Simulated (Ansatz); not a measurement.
Start from Ga2O3 in the corundum structure (space group R-3c, No. 167; a = 5.0003 Å, c = 13.4488 Å (hexagonal axes)).

Method: DFT with PBEsol, PAW potentials and a 420 eV plane-wave cutoff in Ansatz (an electronic-structure program), spin-orbit coupling left out.

Before the change:

```
Property               Result
-------------  --------------
Electron mass  0.22 mₑ (at Γ)
Band gap              2.70 eV
Pressure             0.00 GPa
```

It is then changed as follows: an isotropic linear strain of +3.00 %, atoms relaxed at fixed cell.

Question: How does this affect the electron mass, band gap, pressure and energy relative to the base?

Answer: The electron mass goes from 0.22 mₑ (at Γ) to 0.18 mₑ (at Γ); the band gap decreases by 0.90 eV (2.70 eV → 1.80 eV); the pressure (mean of the normal stresses, compression positive) goes from zero to -16.01 GPa; the energy rises by 49 meV/atom.

Masses are band curvatures over ±0.01 Å⁻¹ around the edge. No phonon test of stability was made.
